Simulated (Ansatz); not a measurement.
The parent structure is GaSb in the zinc blende structure (space group F-43m, No. 216; a = 6.132 Å).

All numbers come from Ansatz (an electronic-structure program) r2SCAN, no SOC.

Its conduction minimum is a single valley at Γ with mass 0.023 mₑ.

Perturbation: 0.173 electrons added to each cell, a density of 3.0×10^21 cm⁻³, with a uniform compensating background at fixed cell and a 300 K Fermi–Dirac width.

Question: Where would a parabolic band put the Fermi level, and where does the calculation put it?

Answer: k_F = (3π²n)^(1/3) = 0.446 Å⁻¹, so ħ²k_F²/2m = 33 eV above the band edge at zero temperature. The calculation gives 0.95 eV (to 0.05 eV): the band is strongly non-parabolic or higher valleys fill at this density.

Carriers are added with a uniform compensating background; total energy and stress of such cells depend on the potential's zero and are not compared; many-body gap narrowing is missing at this level. With Sb present, leaving out spin-orbit coupling can change the band edges. The levels and masses belong to the bands next to the band gap. Masses are band curvatures over ±0.01 Å⁻¹ around the edge. No phonon test of stability was made.
